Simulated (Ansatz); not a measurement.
Consider interstitial O in rock-salt TiN, neutral cell. Level of theory: PBE, PAW (plane waves to 420 eV; Ansatz, a first-principles code).

64-site cell at the relaxed PBE lattice, a 2×2×2 k-point mesh shifted by half a step, smearing 0.10 eV, spin-restricted, no finite-size correction. No zero-point or tunnelling terms. Sites that were not tried may lie lower.

Barriers: single points on a 4×4×4 k-point mesh shifted by half a step at the bands' geometries (they differ from the bands' own by up to 0.37 eV, and are uncertain by about as much).

The step: several atoms move together, O the farthest; the atom moves 2.11 Å along (0.50, 0.00, 0.00) of the unit cell; the moving atom starts with neighbours 4 N at 2.16; 4 Ti at 1.91 Å and ends with 4 N at 2.16; 4 Ti at 1.91 Å.

### Question
Estimate the migration barrier of this step that PBE, PAW returns for this input.

### Answer
1.81 eV, the same both ways. At the saddle the moving atom has neighbours N at 1.93, N at 2.21; 2 Ti at 1.83, Ti at 1.99 Å. The saddle point's order was not checked, and it lies on a symmetry element of the cell, where a band can be held.
